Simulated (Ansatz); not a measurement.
The starting structures come from a database of crystals and need not be the phases stable at ambient conditions.

By PBEsol, the system below comes out a metal.

Data:

```xyz
2
Lattice="3.2384 0.0000 0.0000 0.0805 6.4439 0.0000 0.0000 0.0000 3.2216" Properties=species:S:1:pos:R:3 pbc="T T T"
Bi     1.7826     1.6137     0.0000
Bi     1.5362     4.8302     0.0000
```

Space group of this cell: P2/m. The cell is taken as given.

The current flows along the normal of the first two printed cell vectors. No spin-orbit coupling; the value is a mean over 0.1 eV about the Fermi level.

Problem. Compute, with PBEsol run with Ansatz (a first-principles code), the ballistic conductance per area.

Solution. 0.99 × 10¹⁵ S/m² for both spins.
